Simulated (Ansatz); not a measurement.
## A computed series for BeTe: response to strain

Start from BeTe in the zinc blende structure (space group F-43m, No. 216).

```yaml
crystal:
  lattice:
    - [0.00000, 2.82841, 2.82841]
    - [2.82841, 0.00000, 2.82841]
    - [2.82841, 2.82841, 0.00000]
  atoms:
    - { symbol: Be, position: [0.00000, 0.00000, 0.00000] }
    - { symbol: Te, position: [0.25000, 0.25000, 0.25000] }
```

Strains are applied to the cell and any free atomic positions relax.

Calculations: r2SCAN/PAW in Ansatz (a program for electronic structure), without spin-orbit coupling.

Notes on the quantities. energy relative to the base: free energy F.

```json
[
 {"variant": "base", "pressure": "0.1 kbar", "energy relative to the base": "0 meV/atom", "shortest interatomic distance": "2.449 Å"},
 {"variant": "isotropic strain −3.00 %", "pressure": "65.0 kbar", "energy relative to the base": "+37 meV/atom", "shortest interatomic distance": "2.376 Å"},
 {"variant": "isotropic strain −2.50 %", "pressure": "52.4 kbar", "energy relative to the base": "+25 meV/atom", "shortest interatomic distance": "2.388 Å"},
 {"variant": "isotropic strain −2.00 %", "pressure": "40.6 kbar", "energy relative to the base": "+16 meV/atom", "shortest interatomic distance": "2.400 Å"},
 {"variant": "isotropic strain −1.50 %", "pressure": "29.5 kbar", "energy relative to the base": "+8.9 meV/atom", "shortest interatomic distance": "2.413 Å"},
 {"variant": "isotropic strain −1.00 %", "pressure": "19.1 kbar", "energy relative to the base": "+3.9 meV/atom", "shortest interatomic distance": "2.425 Å"},
 {"variant": "isotropic strain −0.50 %", "pressure": "9.3 kbar", "energy relative to the base": "+1.0 meV/atom", "shortest interatomic distance": "2.437 Å"}
]
```

Whether these cells are dynamically stable was not tested.
